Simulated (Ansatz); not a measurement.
Start from Y in the hcp (Mg type) structure (space group P6_3/mmc, No. 194; a = 3.6826 Å, c = 5.6985 Å). Axes: x lies along a and z along c of the hexagonal cell.

All numbers come from r2SCAN (Ansatz, a first-principles code; PAW; 500 eV plane waves; without spin-orbit coupling).

Strains are applied to the cell and any free atomic positions relax; under biaxial strain the out-of-plane vector relaxes too.

One change was made to it. Results:

```csv
quantity,base,after
"pressure (mean of the normal stresses, compression positive)",0.0 GPa,0.2 GPa
shortest interatomic distance,3.555 Å,3.506 Å
```

### Question
Which change produced these results?
A) biaxial strain +1.21 %, plane normal [001], relaxed out of plane
B) biaxial strain −3.02 %, plane normal [001], relaxed out of plane
C) strain tensor (xx, yy, zz, yz, xz, xy) = (−0.23, −0.11, −0.10, +1.24, +0.83, +0.10) %

### Answer
C, strain tensor (xx, yy, zz, yz, xz, xy) = (−0.23, −0.11, −0.10, +1.24, +0.83, +0.10) %. For comparison, the pressure in the other runs: biaxial strain −3.02 %, plane normal [001], relaxed out of plane gives 2.0 GPa; biaxial strain +1.21 %, plane normal [001], relaxed out of plane gives -0.7 GPa.

Without a gap, meshes like the base's 15×15×8 leave anisotropic stresses uncertain by several tenths of a GPa, and small strain energies with them. Stability against distortions was not tested. The final runs are not spin-polarised.
